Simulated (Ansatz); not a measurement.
For SrMoO₄ (I4₁/a, No. 88, 12 atoms in the cell; start mp-1179149), PBEsol (Ansatz, a first-principles code, plane waves, PAW) gives:

```
Property               Value
------------------  --------
lattice constant a   5.383 Å
c axis length       11.898 Å
```

**Question.** What does r²SCAN-D4 (Ansatz, PAW) give for the same quantities?

**Answer.** 
- lattice constant a: 5.395 Å (grows by 0.2 %)
- lattice parameter c: 11.935 Å (goes up by 0.3 %)

Changes are worked out from the printed values.

Unless a cell is named, each level is at its own relaxed cell (PBEsol 14.36, r²SCAN-D4 14.47 Å³/atom).

Caveats: the relaxation could not lower the start's symmetry, so the cell can be a saddle point above a distorted one (PBEsol, r²SCAN-D4). Ansatz's density-functional and Hartree–Fock values are scalar-relativistic unless marked +SOC, with PAW data made under PBE.

A start named mp-… is a Materials Project structure, which need not be a measured phase.
